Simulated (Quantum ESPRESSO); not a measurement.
Quantum ESPRESSO 7.5, DFT, PBE, plane waves, SSSP 1.1.2 efficiency PBE: rock-salt NiO (type II order), antiferromagnetic, atoms displaced (Ni4O4), 8 atoms, spin-polarised from an antiferromagnetic start (nspin = 2, starting_magnetization ±0.2 on Ni). Basis and mesh were picked for this test and aren't claimed converged.

```
Quantity                                                            Value
---------------------------------  --------------------------------------
cell                               10.23, 5.12, 5.12 Å; 33.6, 33.6, 33.6°
distance to the nearest atom                               1.87 to 2.08 Å
task                                                                  scf
k mesh                                                              3×5×5
ecutwfc                                                             45 Ry
ecutrho                                                            360 Ry
occupations                                                      smearing
smearing                                                         gaussian
degauss                                                          0.005 Ry
conv_thr                                                         8e-09 Ry
tprnfor                                                              true
tstress                                                             false
k-point pools (-nk)                                                     8
diagonalization                                           david (default)
mixing_ndim                                                   8 (default)
k-points computed (for each spin)                                      38
bands                                                                  58
electrons                                                              96
G-vectors of the density                                            56757
FFT grid                                                        120×60×60
```

One run each.

All on 8 ranks. The settings tried:
- mixing_mode = plain, mixing_beta = 0.2
- mixing_mode = TF, mixing_beta = 0.1
- mixing_mode = plain, mixing_beta = 0.1
- mixing_mode = plain, mixing_beta = 1
- mixing_mode = plain, mixing_beta = 0.4
- mixing_mode = plain (default), mixing_beta = 0.7 (default)

**Question.** Which settings need the fewest SCF iterations, which the most, and do any fail to converge?

**Answer.** Fewest SCF iterations, with those close behind: mixing_mode = plain, mixing_beta = 0.2 (21); mixing_mode = plain, mixing_beta = 0.4 (23). Most among those that reach the base run's result: mixing_mode = plain, mixing_beta = 1 (38). All converged.

```csv
setting,SCF iterations,end
"mixing_mode = plain, mixing_beta = 0.2",21,converged
"mixing_mode = plain, mixing_beta = 0.4",23,converged
"mixing_mode = plain, mixing_beta = 0.1",25,converged
"mixing_mode = TF, mixing_beta = 0.1",26,converged
"mixing_mode = plain (default), mixing_beta = 0.7 (default)",27,converged
"mixing_mode = plain, mixing_beta = 1",38,converged
```

11 planned settings were not run, for want of time.
